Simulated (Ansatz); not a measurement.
Al under a change: biaxial strain −0.47 %, plane normal [001], relaxed out of plane

Take Al in the fcc (Cu type) structure (space group Fm-3m, No. 225; a = 3.9937 Å; relaxed with 0.1 eV smearing) as the base. Axes: x, y, z lie along the cube axes.

The change: biaxial strain −0.47 %, plane normal [001], relaxed out of plane (Cartesian); in-plane vectors clamped, the third vector and the atoms free.

Level of theory: plane-wave PAW DFT at the r2SCAN level (Ansatz, an electronic-structure program, 500 eV), no spin-orbit coupling. k-mesh 28×28×28 (Γ-centred); smearing 0.1 eV (Fermi–Dirac).

The volume per atom decreases by 0.068 Å³ to 15.86 Å³ and the space group goes from Fm-3m (No. 225) to I4/mmm (No. 139). The energy hardly moves and the band gap remains zero. The out-of-plane strain comes out as +0.52 % and the mean in-plane stress (compression positive) amounts to +0.6 GPa.

Cost of the whole job for the changed cell (relaxation, final SCF and bands): very roughly 80 core-seconds.

Stability against distortions was not tested.
